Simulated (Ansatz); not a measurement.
A computed series for CdS: response to strain

The parent structure is CdS in the wurtzite structure (space group P6_3mc, No. 186; a = 4.0741 Å, c = 6.6367 Å). Axes: x lies along a and z along c of the hexagonal cell.

Strains are applied to the cell and any free atomic positions relax.

Calculations: LDA (Ansatz, an electronic-structure program), no spin-orbit coupling.

Notes on the quantities. energy relative to the base: free energy F; pressure: mean of the normal stresses, compression positive.

```tsv
change	band gap	electron mass	shortest interatomic distance	energy relative to the base	pressure
base	1.03 eV	0.11 mₑ along c, 0.11 mₑ across (at Γ)	4.708 bohr	0 meV/atom	0.00 GPa
uniaxial strain ε_zz = +0.60 %	1.00 eV	0.11 mₑ along z, 0.11 mₑ across (at Γ)	4.717 bohr	+0.3 meV/atom	-0.41 GPa
uniaxial strain ε_zz = +1.20 %	0.98 eV	0.10 mₑ along z, 0.11 mₑ across (at Γ)	4.726 bohr	+1.1 meV/atom	-0.80 GPa
uniaxial strain ε_zz = +1.80 %	0.95 eV	0.10 mₑ along z, 0.11 mₑ across (at Γ)	4.735 bohr	+2.5 meV/atom	-1.19 GPa
uniaxial strain ε_zz = +2.40 %	0.92 eV	0.10 mₑ along z, 0.11 mₑ across (at Γ)	4.744 bohr	+4.4 meV/atom	-1.56 GPa
uniaxial strain ε_zz = +3.00 %	0.90 eV	0.099 mₑ along z, 0.11 mₑ across (at Γ)	4.752 bohr	+6.8 meV/atom	-1.92 GPa
```

Effective masses come from finite differences of ±0.01 Å⁻¹. Stability against distortions was not tested.
